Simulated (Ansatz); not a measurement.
## Response to strain in PbSe

The reference is PbSe in the rock salt structure (space group Fm-3m, No. 225; a = 6.1016 Å).

Strains are applied to the cell and any free atomic positions relax.

Level of theory: Kohn–Sham DFT with the PBEsol functional, run in Ansatz (a quantum-chemistry and plane-wave program) with PAW and 420 eV plane waves, no spin-orbit coupling.

```csv
isotropic strain (%),pressure (GPa)
-1.5,2.7
-1,1.7
-0.5,0.8
0,0.0
0.5,?
1,-1.5
1.5,-2.2
2.5,-3.4
3,-3.9
```

Problem. Fit P = P₀ − Bδ + Cδ² with δ = (1 + ε)³ − 1 to the rows shown and predict the withheld row.

Solution. Least squares on the printed values gives P₀ = 0.0 GPa, B = 54.3 GPa, C = 133 GPa (largest residual 0.0 GPa); this predicts -0.8 GPa, and the run gives -0.8 GPa, in agreement.

Stability against distortions was not tested. The final runs are not spin-polarised.
